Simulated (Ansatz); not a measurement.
**A computed series for PbTe: response to strain**

Base system: PbTe in the rock salt structure (space group Fm-3m, No. 225; a = 6.3796 Å). Axes: x, y, z lie along the cube axes.

Strains are applied to the cell and any free atomic positions relax; under biaxial strain the out-of-plane vector relaxes too.

All numbers come from LDA in Ansatz (plane waves to 420 eV, PAW, no SOC).

Candidates:
(a) biaxial strain +2.08 %, plane normal [111], relaxed out of plane
(b) biaxial strain +2.50 %, plane normal [111], relaxed out of plane
(c) biaxial strain −2.08 %, plane normal [111], relaxed out of plane
(d) biaxial strain +1.67 %, plane normal [111], relaxed out of plane

Question: Order them by out-of-plane strain, highest first.

Answer: (c) biaxial strain −2.08 %, plane normal [111], relaxed out of plane (+2.29 %), (d) biaxial strain +1.67 %, plane normal [111], relaxed out of plane (-1.83 %), (a) biaxial strain +2.08 %, plane normal [111], relaxed out of plane (-2.28 %), (b) biaxial strain +2.50 %, plane normal [111], relaxed out of plane (-2.74 %)

Whether these cells are dynamically stable was not tested.

Ansatz is a program for electronic structure.
